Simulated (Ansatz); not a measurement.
**CsCl-type CoAl**

These are LDA in Ansatz (plane waves, PAW) values and carry that method's errors.

Settings: plane-wave cutoff 520 eV, 20×20×20 k mesh, Fermi–Dirac smearing 0.05 eV, no spin polarisation, scalar-relativistic PAW data made under PBE.

Cell (relaxed at this level):

```
AlCo
1.0
    2.79382     0.00000     0.00000
    0.00000     2.79382     0.00000
    0.00000     0.00000     2.79382
Al Co
1 1
Cartesian
  0.00000   0.00000   0.00000
  1.39691   1.39691   1.39691
```

```yaml
bulk_modulus: 208 GPa
```

Measured, for comparison: bulk modulus 162 GPa (room temperature, not corrected to a static lattice; as tabulated in Yamada et al. (2019), arXiv:1910.09660). Computed (rounded) less measured: bulk modulus +28 %.

Note: the run has no spin polarisation, so it can have missed a magnetic state; the bulk modulus is −V dP/dV from two relaxed cells at ±2 % in volume.

The computed numbers hold no vibrational or temperature effects.

The result took roughly 60 core-seconds.

Ansatz is an electronic-structure program.
